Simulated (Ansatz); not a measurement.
Effect of biaxial strain −1.50 %, plane normal [001], relaxed out of plane on YN

Take YN in the rock salt structure (space group Fm-3m, No. 225; a = 4.856 Å) as the base. Axes: x, y, z lie along the cube axes.

It is then changed as follows: biaxial strain −1.50 %, plane normal [001], relaxed out of plane (Cartesian); in-plane vectors clamped, the third vector and the atoms free.

All numbers come from PBEsol (Ansatz, a quantum-chemistry and plane-wave program, PAW, no spin-orbit coupling). Γ-centred 12×12×12 mesh, Fermi–Dirac width 0.05 eV.

- Volume per atom: 13.99 Å³ (base 14.31 Å³)
- Space group: I4/mmm (No. 139) (base Fm-3m (No. 225))
- Shortest interatomic distance: 2.392 Å (base 2.428 Å)
- Energy relative to the base (free energy F): +8.3 meV/atom
- Pressure (mean of the normal stresses, compression positive): 4.3 GPa (base 0.0 GPa)
- Band gap: zero (base 0.08 eV)
- Out-of-plane strain: +0.74 % (rough)
- Mean in-plane stress (compression positive): +6.5 GPa (rough)

Final structure (turned so that z lies along the plane normal):

```
CELL_PARAMETERS angstrom
      3.38232     0.00000     0.00000
      0.00000     3.38232     0.00000
      1.69116    -1.69116     2.44597
ATOMIC_POSITIONS crystal
  Y  0.00000 0.00000 0.00000
  N  0.50000 0.50000 0.00000
```

The mesh was chosen for an insulator and is coarse for the gapless case. Without a gap, meshes like the base's 12×12×12 leave anisotropic stresses uncertain by several tenths of a GPa, and small strain energies with them. Whether these cells are dynamically stable was not tested. All final runs are without spin polarisation. The zero or small gap of YN can change with the level of theory.
